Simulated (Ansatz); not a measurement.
An Ansatz (an electronic-structure program) run: ZrRuAs with a change (pressure −1 GPa); PBEsol (Ansatz), no spin-orbit coupling.

Input:

Ansatz 0.2 input:
```yaml
crystal:
  lattice:
    - [6.5506389236, 0, 0]
    - [-3.2753194618, 5.6730197188, 0]
    - [0, 0, 3.8908264681]
  atoms:
    - { symbol: Zr, position: [0.4177169686, 0.4177169686, 0.5] }
    - { symbol: Zr, position: [0, 0.5822830314, 0.5] }
    - { symbol: Zr, position: [0.5822830314, 0, 0.5] }
    - { symbol: As, position: [0, 0, 0.5] }
    - { symbol: As, position: [0.6666666667, 0.3333333333, 0] }
    - { symbol: As, position: [0.3333333333, 0.6666666667, 0] }
    - { symbol: Ru, position: [0, 0.2433785675, 0] }
    - { symbol: Ru, position: [0.2433785675, 0, 0] }
    - { symbol: Ru, position: [0.7566214325, 0.7566214325, 0] }
basis: { ecutwfc: 420, ecutrho_ratio: 4, xc_grid: 2, fft_grid_basis: typed }
kpoints: { mp_grid: { grid: [8, 8, 12] } }
hamiltonian:
  xc: pbesol
  dispersion: none
  pseudopotentials: { kind: paw }
scf: { occupations: { method: fermi_dirac, width: 0.05 } }
relax: { f_tol: 0.01, max_steps: 60, cell: { stress_tol: 0.02, p_target: -1.0 } }
output: { forces: true, stress: true }
checkpoint: { write: state.ck, write_every: 1000 }
```

Output (explanatory and most iteration lines left out):

```
Relaxation: its limit of steps is 60 (relax.max_steps)
Pseudopotential: Zr, paw, valence charge 12
Pseudopotential: As, paw, valence charge 15
Pseudopotential: Ru, paw, valence charge 16
Crystal: 9 atoms, lattice volume = 144.591 Å³
Basis set: ecut = 420 eV, 2809 PW (Γ), exchange–correlation on 90×90×54 points (8 copies of the dense FFT grid, shifted against one another)
Bands: 78, of which v1, the nominal top of the filled ones, is band 65 counted from 1 (64 counted from 0)
Symmetry: 12 space group operations
Space group: P-62m (ITA 189), of the structure as read, at distance tolerance 5.2e-5 Å
k-points: 70 of 768 (time reversal used)
Functional: x = pbesol(κ = 0.804, μ = 0.12345679012345678), c = pbesol(β = 0.046)
SCF iter   1: F=—  HF=-44282.762409 eV  |F-HF|=—  |Δ(HF+E_count)|=         —  Δρ=5.95e-3  dr2=3.87e-2  ethr=1.77e-3  ⟨swp⟩=5.6  Hψ=17716  notcnv=0  defer=44
SCF iter   2: F=—  HF=-44282.757195 eV  |F-HF|=—  |Δ(HF+E_count)|=   5.21e-3  Δρ=2.82e-3  dr2=8.39e-3  ethr=3.00e-5  ⟨swp⟩=2.7  Hψ=10743  notcnv=0  defer=82
SCF 1 converged in 7 iterations: F = -44282.755654 eV  dr2 = 3.45e-8
relax step   1: F+E_penalty+E_count = -44282.75565408 eV  Δ(F+E_penalty+E_count) = +0.000e0 eV  max|allowed force component| = 1.083e-4 eV/Å  Δτ_max = 0.0000 Å  P = +0.000 GPa  Ω = 144.591 Å³  (7 SCF iters, dr2 threshold 1.00e-7 eV, accepted)
[... steps on the carried basis left out ...]
relax step   6: F+E_penalty+E_count = -44282.75341533 eV  Δ(F+E_penalty+E_count) = -1.592e-4 eV  max|allowed force component| = 1.320e-4 eV/Å  Δτ_max = 0.0000 Å  P = -1.001 GPa  Ω = 145.302 Å³  stress off target by 7.29e-3 GPa  SCF on the basis re-selected at this cell (its energy is not comparable with the rows above)  (9 SCF iters)
SCF converged after 9 iterations
Free energy (F): -44282.753415 eV
Internal energy: -44282.703625 eV  (E = F + TS)
E sigma→0 (E₀):  -44282.728520 eV
Entropy (-TS):   -0.049790 eV (-5.532 meV/atom)
Fermi energy:    18.654886 eV
--- Forces (eV/Å), atoms counted from 1 ---
  atom   1  Zr     0.00006598     0.00011428     0.00000000
  atom   2  Zr     0.00006598    -0.00011428     0.00000000
  atom   3  Zr    -0.00013196     0.00000000     0.00000000
  atom   4  As    -0.00000000    -0.00000000     0.00000000
  atom   5  As     0.00000000    -0.00000000     0.00000000
  atom   6  As    -0.00000000     0.00000000     0.00000000
  atom   7  Ru     0.00000341    -0.00000591     0.00000000
  atom   8  Ru    -0.00000682    -0.00000000     0.00000000
  atom   9  Ru     0.00000341     0.00000591     0.00000000
--- Stress (GPa, compression-positive) ---
       -1.005751      -0.000000       0.000000
       -0.000000      -1.005751       0.000000
        0.000000       0.000000      -0.992710
  P = ⅓ Tr σ = -1.0014 GPa (-10.014 kbar)
--- Relaxed structure (5 steps of the walk, 3 accepted, 1 SCFs on fresh bases) ---
  cell:  # Å, volume = 145.3019 Å³
    - [6.561342778443339, 0.0, 0.0]
    - [-3.2806713892216695, 5.682289529069504, 0.0]
    - [0.0, 0.0, 3.8972227148739194]
  atoms:
    - { symbol: Zr, position: [0.4176591299803408, 0.41765912998034077, 0.5] }
    - { symbol: Zr, position: [-5.551115123125783e-17, 0.5823408700196592, 0.5] }
    - { symbol: Zr, position: [0.5823408700196593, -9.290338282921692e-22, 0.5] }
    - { symbol: As, position: [1.6043693905638739e-21, -9.290338282921468e-22, 0.5] }
    - { symbol: As, position: [0.6666666666666667, 0.3333333333333333, 0.0] }
    - { symbol: As, position: [0.33333333333333326, 0.6666666666666666, 0.0] }
    - { symbol: Ru, position: [-2.7755575615628914e-17, 0.2433173905757014, 0.0] }
    - { symbol: Ru, position: [0.24331739057570145, -9.290338282921692e-22, 0.0] }
    - { symbol: Ru, position: [0.7566826094242987, 0.7566826094242985, 0.0] }
```

Load acts through the strain it causes; cell and atoms are relaxed under it. No phonon test of stability was made. The final runs are not spin-polarised. The cell was made from ZrRuAs (space group P-62m, No. 189; a cell from a computed database, its experimental status unchecked) by this change: pressure −1 GPa.
